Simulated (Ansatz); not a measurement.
The parent structure is a 16-atom supercell of WC (space group P-6m2, No. 187; a = 2.912 Å, c = 2.836 Å) at its relaxed geometry.

The values are results of r2SCAN in Ansatz (plane waves to 500 eV, PAW, no spin-orbit coupling), not measurements.

Before the change:

The mean distance from the defect site to its nearest host atoms comes out as 2.20 Å and the pressure comes out as 0.0 GPa.

Now apply this change: one C atom is replaced by Ge, atoms relaxed at fixed cell, starting from a slightly rattled geometry.

Tabulated Pauling electronegativity and covalent radius: C 2.55, 0.76 Å; Ge 2.01, 1.20 Å.

Q: How does this affect the mean distance from the defect site to its nearest host atoms, pressure and largest displacement of a host atom from its site in the perfect cell?

A: The mean distance from the defect site to its nearest host atoms rises by 0.12 Å (2.20 Å → 2.32 Å); the pressure goes from zero to 28.2 GPa; the largest displacement of a host atom from its site in the perfect cell is 0.16 Å.

In so small a cell the defect repeats every few ångströms: this is an ordered compound, not a dilute defect. All final runs are without spin polarisation. The defect cell is not spin-polarised.

Ansatz is an electronic-structure program.
